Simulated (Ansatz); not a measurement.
## Gd on the Hf site + O vacancy in monoclinic HfO2

Method: PBE, PAW (plane waves to 420 eV; Ansatz, a program for electronic structure). Cell: 96 sites, 2×2×2 repeats of a cell of 12 atoms; final energies on a 2×2×2 shifted mesh. Sites at the start: the Hf site; O(1) 2.05 Å away. Charged cells carry a point-charge image correction with potential alignment at far atoms. Dielectric constants: PBE linear response of the host. Host gap at this level: 4.04 eV. These values are not converged in cell size to better than tenths of an eV. The semilocal functional narrows the gap, so deep levels can fall outside it. Spin–orbit coupling is left out, which matters for these heavy elements, and no Hubbard U is applied to the open shells. Each state is the lowest found from its start.

The name describes the start; the neighbours show where the atoms ended.

Charges with a result: +1, 0. Others weren't obtained, and one of them could lie lower, also by skipping a charge.

| charge | moment (μB) | point group | largest move off a lattice site (Å) | neighbours of the last Gd atom of the defect at the end (Å) | image correction with alignment (eV) |
|---|---|---|---|---|---|
| +1 | 7.0 | C1 | 0.25 | O 2.17, O 2.24, O 2.25, O 2.27, O 2.31, O 2.31 | -0.01 |
| 0 | 6.0 | C1 | 0.17 | O 2.18, O 2.27, O 2.28, O 2.33, O 2.33, O 2.33 | 0.00 |

Point groups are those of the whole cell at tolerances of 0.03 and 0.1 Å ("near" where only the looser one holds); none is given for unsettled states.

Transition levels above the valence-band maximum: ε(+1/0) = 2.69 eV. On the lower envelope of the bound states, inside the gap: (+1/0) at 2.69 eV.

Flagged in the runs: a host whose relaxation on this sampling wasn't shown to rest, a strain field that reaches the edge of the cell.

All states together cost roughly 6 core-hours.
